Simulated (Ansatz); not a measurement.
Defect migration in beta Ga2O3: interstitial Ca, charge state +2. The step: a concerted move, in which Ca travels most; the atom moves 1.69 Å along (0.04, 0.50, 0.10) of the unit cell; the moving atom starts with neighbours 2 Ga at 2.64; O at 2.06, 2 O at 2.18, 2 O at 2.48, O at 2.61 Å and ends with 2 Ga at 2.64; O at 2.06, 2 O at 2.18, 2 O at 2.48, O at 2.61 Å. DFT values are from Ansatz (plane-wave PAW, 420 eV unless said) in a cell of 120 host sites, spin-restricted, static, with no finite-size correction. The charge state is imposed; whether it is stable for some Fermi level was not computed. Sites that were not tried may lie lower. For the PBE band: the saddle point's order was not checked, and it lies on a symmetry element of the cell, where a band can be held.

| Level | Forward barrier (eV) | Cost of the band or of the saddle's single point |
|---|---|---|
| CHGNet universal potential (has no charge state), its own band | 0.22 | - |
| PBE, the Γ point alone, band relaxed | 0.34 | around 50 core-minutes (rough) |
| PBE, a 2×2×2 k-point mesh shifted by half a step, same geometries | 0.34 | roughly 15 core-minutes |
| r2SCAN at 500 eV, the Γ point alone, same geometries | 0.38 | roughly 4 core-minutes |

Ansatz is an electronic-structure program.
